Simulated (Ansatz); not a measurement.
## YSi (model structure, started from the TiAs type, P6₃/mmc, No. 194, 8 atoms in the cell): volume per atom by level of theory

No measured value is used here.

```csv
level (code),value (Å³/atom)
PBE (Ansatz),24.72
PBEsol (Ansatz),23.72
PBE-D3(BJ) (Ansatz),23.76
```

Ansatz's density-functional and Hartree–Fock values are scalar-relativistic unless marked +SOC, with PAW data made under PBE.

A model structure was made by putting elements into a prototype or built by hand; it is no filed structure, need not be a known phase, and can be a saddle point held by its symmetry.

Ansatz is a first-principles code.
